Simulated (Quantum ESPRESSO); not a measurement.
A self-consistent single point of LiF (Fm-3m, 2 atoms in the cell) with Quantum ESPRESSO.

Method of the run: PBE, PseudoDojo standard norm-conserving (PBE) pseudopotentials (plane waves; Quantum ESPRESSO).

The change in words: lattice scaled by 0.98. Reference geometry:
```
LiF
1.0
   -2.01500     0.00000     2.01500
    0.00000     2.01500     2.01500
   -2.01500     2.01500     0.00000
Li F
1 1
Direct
  0.00000   0.00000   0.00000
  0.50000   0.50000   0.50000
```

Reference input (self-consistent single point, DFT, PBE, plane waves, PseudoDojo standard norm-conserving (PBE) pseudopotentials): ecutwfc = 85 Ry; occupations = smearing; smearing = fermi-dirac; degauss = 0.00147 Ry; potentials = {Li: Li.upf, F: F.upf}; K_POINTS = automatic 7 7 7 0 0 0; conv_thr = 1e-09 Ry; mixing_beta = 0.7. This run's input differs from it in these lines:

```diff
@@ -10,3 +10,3 @@
  ibrav = 2
- A = 4.03000000
+ A = 3.94940000
  nat = 2
```

Output (repeated stretches shortened):

```
     Self-consistent Calculation

     iteration #  1     ecut=    85.00 Ry     beta= 0.70

     total energy              =     -63.93422936 Ry
     estimated scf accuracy    <       0.11736160 Ry

     iteration #  2     ecut=    85.00 Ry     beta= 0.70

     total energy              =     -63.96702155 Ry
     estimated scf accuracy    <       0.06523052 Ry

     iteration #  3     ecut=    85.00 Ry     beta= 0.70

     total energy              =     -63.98040544 Ry
     estimated scf accuracy    <       0.00060035 Ry

   [... 4 blocks of this kind left out ...]

     iteration #  8     ecut=    85.00 Ry     beta= 0.70

     total energy              =     -63.98053622 Ry
     estimated scf accuracy    <          1.1E-09 Ry

     iteration #  9     ecut=    85.00 Ry     beta= 0.70
     End of self-consistent calculation

     the Fermi energy is     9.9049 ev

!    total energy              =     -63.98053622 Ry
     estimated scf accuracy    <          3.0E-11 Ry
     smearing contrib. (-TS)   =       0.00000000 Ry
     internal energy E=F+TS    =     -63.98053622 Ry

     convergence has been achieved in   9 iterations

     Forces acting on atoms (cartesian axes, Ry/au):

     atom    1 type  1   force =    -0.00000000   -0.00000000   -0.00000000
     atom    2 type  2   force =    -0.00000000   -0.00000000    0.00000000

     Total force =     0.000000     Total SCF correction =     0.000000

          total   stress  (Ry/bohr**3)                   (kbar)     P=       67.49
   0.00045882   0.00000000  -0.00000000           67.49        0.00       -0.00
   0.00000000   0.00045882  -0.00000000            0.00       67.49       -0.00
  -0.00000000  -0.00000000   0.00045882           -0.00       -0.00       67.49

   JOB DONE.
```

The run converged in 9 iterations. Against the reference run the free energy goes up by 12.2 meV/atom, the pressure goes from 1.65 to 6.75 GPa and the gap on the mesh goes from 9.101 to 9.663 eV.

The starting cell has typed, rounded lattice constants, without a prior relaxation at this level. For this run, on top of that: lattice scaled by 0.98. With a pressure of about 7 GPa the cell is away from its equilibrium volume at this level.
